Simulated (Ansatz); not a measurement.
# Response to strain in HgTe

The parent structure is HgTe in the zinc blende structure (space group F-43m, No. 216; a = 6.573 Å).

Strains are applied to the cell and any free atomic positions relax.

Calculations: Ansatz (a quantum-chemistry and plane-wave program) r2SCAN, without spin-orbit coupling.

| isotropic strain (%) | pressure (GPa) |
|---|---|
| -3.71 | 6.1 |
| -1.2 | ? |
| 0 | 0.0 |
| 0.37 | -0.4 |
| 1.33 | -1.4 |

**Question.** Fit P = P₀ − Bδ + Cδ² with δ = (1 + ε)³ − 1 to the rows shown and predict the withheld row.

**Answer.** Least squares on the printed values gives P₀ = 0.0 GPa, B = 40.9 GPa, C = 148 GPa (largest residual 0.0 GPa); this predicts 1.7 GPa, and the run gives 1.6 GPa, in agreement.

A case with no gap was solved on a k-mesh chosen for an insulator, which is coarse for it. No phonon test of stability was made. The final runs are not spin-polarised.
